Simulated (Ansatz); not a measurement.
## wurtzite ZnO (1 1 0) on zinc-blende GaP (0 0 1) (film strained to the substrate, started from cuts of the bulks and a machine-learned relaxation; metallic at this level, with no gap by band count; slabs Ga12P10 and Zn14O14, which can lie off the formulas)

A periodic stack without vacuum, wurtzite ZnO (1 1 0) on zinc-blende GaP (0 0 1) (film strained to the substrate, started from cuts of the bulks and a machine-learned relaxation; metallic at this level, with no gap by band count; slabs Ga12P10 and Zn14O14, which can lie off the formulas): substrate slab Ga12P10, film Zn14O14, surface cells [[0, -1], [2, 1]] and [[0, 1], [-1, 0]], film strained by -3.0 and +4.0 %, outermost planes Ga/Ga and OZn/OZn as cut, which need not be the usual terminations and can put a slab off its formula.

The start was prepared with a machine-learned potential, and the result is one local minimum, with the in-plane cell held and forces under 0.04 eV/Å; the film can end far from its bulk form.

Calculation: PBE (plane waves to 420 eV, PAW; Ansatz, a first-principles code). Spin–orbit coupling is left out; PBE gaps are too small against experiment. Its k-point mesh 4×4×1, Fermi–Dirac width 0.05 eV.

- interface area: 30.3 Å²
- period: 26.89 Å
- heights between the nearest atoms of the two slabs at the two interfaces: 1.67 and 1.66 Å
- Ga–O contacts across the interfaces within 1.22 times the sum of covalent radii: 4, mean 2.00 Å
- Ga–Zn contacts across the interfaces within 1.22 times the sum of covalent radii: 2, mean 2.90 Å
- spin-polarised check at this geometry: falls back to no moment

```xyz
50
Lattice="5.5015 0.0066 0.2528 0.0066 5.4998 -0.2864 -1.2092 -1.2599 26.9671" Properties=species:S:1:pos:R:3 pbc="T T T"
Ga     0.7238     4.9675     3.3099
Ga     3.5589     2.3318     3.5593
Ga     3.2149     5.3958     0.7536
Ga     1.3833     1.6886     0.8749
Ga     0.5195     5.3361     8.7975
Ga     3.2404     2.5552     9.0662
Ga     3.3757     5.1912     6.1734
Ga     0.6471     2.4037     6.1931
Ga     0.6898     6.1278    14.1661
Ga     2.5110     2.4221    14.4258
Ga     3.1714     5.4137    11.6701
Ga     0.3282     2.7730    11.6913
P      4.9795     0.8426     2.3449
P      2.2213     3.6013     2.0112
P      4.6924     1.1252     7.8278
P      1.9443     3.8738     7.5572
P      2.0787     0.9749     4.9029
P      4.8206     3.7272     4.9862
P      4.4086     1.4313    13.3086
P      1.6635     4.1993    13.0999
P      1.8054     1.2762    10.4989
P      4.5694     4.0183    10.3813
Zn    -0.1963     3.4670    15.9723
Zn     3.5813     0.8474    16.6028
O     -0.1789    -0.0293    16.1218
O      3.4113     2.7872    16.1743
Zn     2.4120     3.5760    17.7766
Zn     0.6181     0.8301    17.8521
O      2.4606     0.0878    17.9678
O      0.5566     2.8348    17.6979
Zn    -0.4048     3.6581    19.2798
Zn     3.2642     0.9247    19.6639
O     -0.3781     0.1776    19.4527
O      3.2299     2.9346    19.4836
Zn     2.2659     3.7469    21.0550
Zn     0.4194     0.9948    21.1189
O      2.2796     0.2671    21.2575
O      0.4021     3.0131    20.9986
Zn    -0.5793     3.8446    22.5087
Zn     3.0885     1.0952    22.8947
O     -0.5490     0.3628    22.7692
O      3.0601     3.1156    22.8024
Zn     2.0662     3.9437    24.3199
Zn     0.2711     1.1877    24.3948
O      2.1244     0.4535    24.5564
O      0.2207     3.1994    24.2892
Zn    -0.9011     4.1098    25.5577
Zn     2.8694     1.2670    26.2111
O     -0.7344     0.5807    26.0667
O      2.8595     3.2780    26.1380
```
